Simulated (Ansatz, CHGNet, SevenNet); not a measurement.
**Fluorite NiSi₂: properties by level of theory**

Reference values: lattice constant a 5.406 Å (measured, temperature not stated, not corrected to a static lattice; as tabulated in Wikipedia's data pages).

```csv
level (code),lattice parameter a (Å),enthalpy of formation (eV/atom)
CHGNet-r²SCAN,5.380,-0.400
SevenNet-0,5.437,-0.375
SevenNet-l3i5,5.435,-0.361
HSE06 (Ansatz),5.374,-0.357
```

Machine-learned potentials (CHGNet-r²SCAN, SevenNet-0, SevenNet-l3i5) are trained on DFT data: a solid inside that data is no test of them.

Caveats: exact exchange on metals is sensitive to the k mesh and can open a false gap (HSE06). Ansatz's density-functional and Hartree–Fock values are scalar-relativistic unless marked +SOC, with PAW data made under PBE.

The crystal itself was run without spin with HSE06; a magnetic state was not tried in these runs.

Ansatz is an electronic-structure program.
